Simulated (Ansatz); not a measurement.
Consider this model of amorphous Zr20O41Mg.

```xyz
62
Lattice="9.2005 -0.1356 0.1324 -0.1356 9.1646 -0.0702 0.1324 -0.0702 9.4253" Properties=species:S:1:pos:R:3 pbc="T T T"
Zr     1.8473     4.5510     4.8700
Zr     6.8087     0.2702     5.2061
Zr     8.2560     3.1986     3.6380
Zr     6.7219     6.1042     0.7947
Zr     3.0212     7.7981     5.9637
Zr     6.3468     3.0241     8.9305
Zr     0.3339     4.1932     8.3253
Zr     3.7451     6.8951     2.4843
Zr     8.8174     7.2803     3.9008
Zr     2.5057     2.2539     0.2738
Zr     5.2333     8.7962     8.5981
Zr     3.8755     1.9701     6.6002
Zr     0.9882     7.6684     0.6686
Zr     6.3510     5.1365     6.1019
Zr     3.6191     5.7018     8.2622
Zr     6.1199     0.8613     2.1845
Zr     1.9064     0.8554     3.2438
Zr     4.6646     3.6244     3.2350
Zr     8.6374     7.3114     7.3463
Zr     0.5145     1.5283     6.0441
O      4.7232     8.5115     1.2423
O      3.1399     2.2847     2.2990
O      8.0027     1.8034     2.2520
O      7.9450     5.2461     7.2671
O      4.4626     1.6995     8.7010
O      2.0797     1.5178     7.5897
O      1.6456     0.5432     1.1502
O      4.0153     7.7637     4.2572
O      6.8585     8.5955     3.3102
O      3.5677     3.3169     5.1025
O      3.3846     7.9085     8.0344
O      1.0106     2.6550     4.0021
O      5.4360     5.7860     2.2827
O      7.6738     4.4348     0.4793
O      8.4698     6.9169     1.8347
O      6.4660     4.2498     4.2261
O      0.0920     5.2450     3.9324
O      1.6445     7.8152     2.8060
O      3.1231     5.0650     3.2668
O      0.6814     2.9974     0.4561
O      8.1773     2.5032     8.1467
O      0.1474     0.2527     4.1725
O      0.0306     8.6916     8.7710
O      2.7604     6.5096     0.6962
O      0.8994     7.6019     5.7728
O      2.6428     3.9851     8.5169
O      6.6108     0.9914     0.1089
O      4.9059     6.3354     6.6384
O      2.5374     5.7740     6.3144
O      6.7194     7.4151     8.6714
O      2.5878     0.6943     5.2636
O      7.4039     7.0969     5.4257
O      5.1447     0.2550     6.5356
O      5.3486     4.9910     9.0807
O      8.1944     0.1123     6.7606
O      5.5637     3.3469     6.9810
O      7.8476     2.0891     5.2363
O      0.6966     6.2398     8.5524
O      0.8431     3.5607     6.3917
O      5.4838     1.5925     3.9687
O      5.5760     2.9253     1.5862
Mg     8.6520     1.2639     0.2590
```

All values below come from PBE, scalar-relativistic without spin-orbit coupling (plane waves to 420 eV, PAW; Ansatz, a first-principles code).

Preparation: random packing, a CHGNet melt and quench, and a DFT relaxation. O atoms were pushed apart under 1.9 Å during the dynamics, to hinder bonds among them. The hot cell started wider than the set density and was brought back towards it in steps. It is the lowest in DFT energy of 2 quenches. It is a model cell: composition and starting density were chosen by hand, and all elements were melted together. No dispersion term was used. Its density started from a set value of 5.24 and ended at 5.24 g/cm³. Cooling (nominally 380 K/ps over its main leg) ran many orders faster than in experiment, which tends to leave more defects and strain. One small periodic cell is one sample of the glass; other quenches scatter about these values. The volume was held where the preparation left it and the shape relaxed, at a PBE pressure of -1.5 GPa (tension). Stress components on the final sampling reach 1.6 GPa.

Bonds are counted up to Zr-Zr 3.41 Å, Zr-O 2.82 Å, Zr-Mg 3.30 Å, O-O 1.58 Å, O-Mg 2.48 Å, Mg-Mg 3.19 Å. Two cations that share two anions don't count as bonded, nor two that share one unless they lie closer than Zr-Zr 3.32 Å, Zr-Mg 3.21 Å, Mg-Mg 3.10 Å.

Q: Give the coordination numbers, mean bond lengths and angles.

A: 
```
Property                                                                                                                 Value
---------------------------------  -------------------------------------------------------------------------------------------
Mean coordination of Zr by anions  6.30 (3 with 5, 9 with 6, 7 with 7, 1 with 8); 1 close contacts or bonds to cations besides
Mean coordination of O                                                                    3.20 (1 with 2, 31 with 3, 9 with 4)
Mean coordination of Mg by anions                                5.00 (1 with 5); 1 close contacts or bonds to cations besides
Mean Zr-O bond                                                                           2.168 Å (spread 0.138 Å, 126 counted)
Mean O-Mg bond                                                                             2.081 Å (spread 0.051 Å, 5 counted)
Bond angle at Zr                                                                                     mean 102.1°, spread 29.3°
Bond angle at O                                                                                      mean 114.2°, spread 16.8°
Bond angle at Mg                                                                                     mean 101.7°, spread 30.8°
```

Q: List the pairs of like atoms that count as bonded by the rules above.

A: There are none by these rules.
